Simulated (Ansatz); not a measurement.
AlB2-type HfB₂, treated with r²SCAN (Ansatz, a quantum-chemistry and plane-wave program, plane waves, PAW).

Run with plane-wave cutoff 600 eV, 24×24×18 k mesh (along the axes of the cell as run), Fermi–Dirac smearing 0.093 eV (set by the program), scalar-relativistic PAW data made under PBE.

Computed at the level's own relaxed cell.

Question: Give the computed Poisson ratio, polycrystal shear modulus (Hill average), elastic constant C12, Voigt–Reuss–Hill bulk modulus, elastic constant C11, elastic constant C13, elastic constant C33, elastic constant C44 and elastic constant C66.

Answer: 
Poisson ratio: 0.128
polycrystal shear modulus (Hill average): 253 GPa
elastic constant C12: 63.3 GPa
Voigt–Reuss–Hill bulk modulus: 256 GPa
elastic constant C11: 621 GPa
elastic constant C13: 122 GPa
elastic constant C33: 459 GPa
elastic constant C44: 270 GPa
elastic constant C66: 279 GPa

Elastic constants are with the ions relaxed.

Spin–orbit coupling is not included.

Static lattice: no zero-point or thermal effects.
